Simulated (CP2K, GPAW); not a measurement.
A GPAW input for a self-consistent single point of SrP₂Os₂ (I4/mmm, 5 atoms in the cell) (DFT PBEsol, plane waves, GPAW PAW datasets PBEsol (made by gpaw-setup)):

```python
from ase import Atoms
from ase.units import GPa
from gpaw import GPAW

atoms = Atoms(['Sr', 'P', 'P', 'Os', 'Os'],
              cell=[[-2.029430, 2.029430, 5.699280],
                    [2.029430, -2.029430, 5.699280],
                    [2.029430, 2.029430, -5.699280]],
              positions=[[0.000000, 0.000000, 0.000000],
                         [-0.000000, 0.000000, 3.987786],
                         [0.000000, -0.000000, 7.410774],
                         [-0.000000, 2.029430, 2.849640],
                         [2.029430, 0.000000, 2.849640]],
              pbc=True)

calc = GPAW(mode={'name': 'pw', 'ecut': 550},
            xc='PBEsol',
            kpts=(7, 7, 7),
            occupations={'name': 'fermi-dirac', 'width': 0.1},
            nbands=-13,
            convergence={'density': 1e-05, 'energy': 1e-05},
            symmetry={'symmorphic': False, 'tolerance': 0.0005},
            maxiter=100,
            txt='-')

atoms.calc = calc

energy = atoms.get_potential_energy()
print('Energy (eV):', round(energy, 6))
forces = atoms.get_forces()
print('Forces (eV/Ang):')
print(forces.round(5))
stress = atoms.get_stress()
print('Stress (GPa, Voigt):', (stress / GPa).round(4))
```

Task: Give the CP2K input for the same structure, mesh, smearing and functional.

Result: One input that does it (others would too):

```
&GLOBAL
  PROJECT bulk
  RUN_TYPE ENERGY_FORCE
  PRINT_LEVEL MEDIUM
&END GLOBAL
&FORCE_EVAL
  METHOD Quickstep
  STRESS_TENSOR ANALYTICAL
  &DFT
    BASIS_SET_FILE_NAME BASIS_MOLOPT
    POTENTIAL_FILE_NAME GTH_POTENTIALS
    &QS
      METHOD GPW
      EPS_DEFAULT 1E-10
    &END QS
    &MGRID
      CUTOFF 500
      REL_CUTOFF 60
      NGRIDS 5
    &END MGRID
    &SCF
      SCF_GUESS ATOMIC
      EPS_SCF 1E-7
      MAX_SCF 100
      ADDED_MOS 9
      &DIAGONALIZATION
        ALGORITHM STANDARD
      &END DIAGONALIZATION
      &MIXING
        METHOD BROYDEN_MIXING
        ALPHA 0.3
        NBUFFER 10
        BETA 1.5
      &END MIXING
      &SMEAR ON
        METHOD FERMI_DIRAC
        ELECTRONIC_TEMPERATURE [K] 1160.45
      &END SMEAR
    &END SCF
    &KPOINTS
      SCHEME MONKHORST-PACK 7 7 7
    &END KPOINTS
    &XC
      &XC_FUNCTIONAL
        &PBE
          PARAMETRIZATION PBESOL
        &END PBE
      &END XC_FUNCTIONAL
    &END XC
    &PRINT
      &MO
        EIGENVALUES T
        OCCUPATION_NUMBERS T
        NDIGITS 8
        FILENAME mo
        &EACH
          QS_SCF 0
        &END EACH
        ADD_LAST NUMERIC
      &END MO
      &MULLIKEN ON
      &END MULLIKEN
    &END PRINT
  &END DFT
  &SUBSYS
    &CELL
      A 6.38114100 0.00000000 0.00000000
      B 3.79941800 5.12673300 0.00000000
      C -5.09027900 -2.56336600 2.87004700
      PERIODIC XYZ
    &END CELL
    &COORD
      Sr       0.00000000     0.00000000     0.00000000
      P        3.56166857     1.79358754     0.00000000
      P        6.61889043     3.33314546     0.00000000
      Os       3.19057075     0.00000025     1.43502350
      Os       1.89970925     2.56336675     1.43502350
    &END COORD
    &KIND Sr
      BASIS_SET DZVP-MOLOPT-SR-GTH-q10
      POTENTIAL GTH-PBE-q10
    &END KIND
    &KIND P
      BASIS_SET DZVP-MOLOPT-SR-GTH-q5
      POTENTIAL GTH-PBE-q5
    &END KIND
    &KIND Os
      BASIS_SET DZVP-MOLOPT-SR-GTH-q16
      POTENTIAL GTH-PBE-q16
    &END KIND
  &END SUBSYS
  &PRINT
    &FORCES ON
    &END FORCES
    &STRESS_TENSOR ON
    &END STRESS_TENSOR
  &END PRINT
&END FORCE_EVAL
```

Basis, cutoffs, solver keys and any potentials are the target program's own. This input uses DFT PBEsol, GPW, DZVP-MOLOPT-SR-GTH basis, GTH-PBE potentials (GTH_POTENTIALS).

The starting cell comes from a database of computed structures (which also holds hypothetical and non-ambient phases and stackings), without a prior relaxation at this level.
